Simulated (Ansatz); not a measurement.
# Response to strain in ZnSe

The reference is ZnSe in the zinc blende structure (space group F-43m, No. 216).

```
CELL_PARAMETERS angstrom
      0.00000     2.83278     2.83278
      2.83278     0.00000     2.83278
      2.83278     2.83278     0.00000
ATOMIC_POSITIONS crystal
  Zn 0.00000 0.00000 0.00000
  Se 0.25000 0.25000 0.25000
```

Cartesian axes are those of the cell as printed.

Strains are applied to the cell and any free atomic positions relax.

Computed with Ansatz (a first-principles code), r2SCAN, PAW, cutoff 500 eV, no SOC.

Notes on the quantities. energy relative to the base: free energy F.

```csv
variant,band gap,energy relative to the base,shortest interatomic distance
base,1.87 eV,0 meV/atom,2.453 Å
tensor shear ε_xy = +2.00 %,1.73 eV,+4.7 meV/atom,2.443 Å
tensor shear ε_xy = +1.71 %,1.75 eV,+3.4 meV/atom,2.445 Å
tensor shear ε_xy = +0.57 %,1.83 eV,+0.4 meV/atom,2.450 Å
tensor shear ε_xy = +0.29 %,1.85 eV,+0.1 meV/atom,2.452 Å
tensor shear ε_xy = +1.14 %,1.79 eV,+1.5 meV/atom,2.447 Å
tensor shear ε_xy = +1.43 %,1.77 eV,+2.4 meV/atom,2.446 Å
tensor shear ε_xy = +0.86 %,1.81 eV,+0.9 meV/atom,2.449 Å
```

Whether these cells are dynamically stable was not tested.
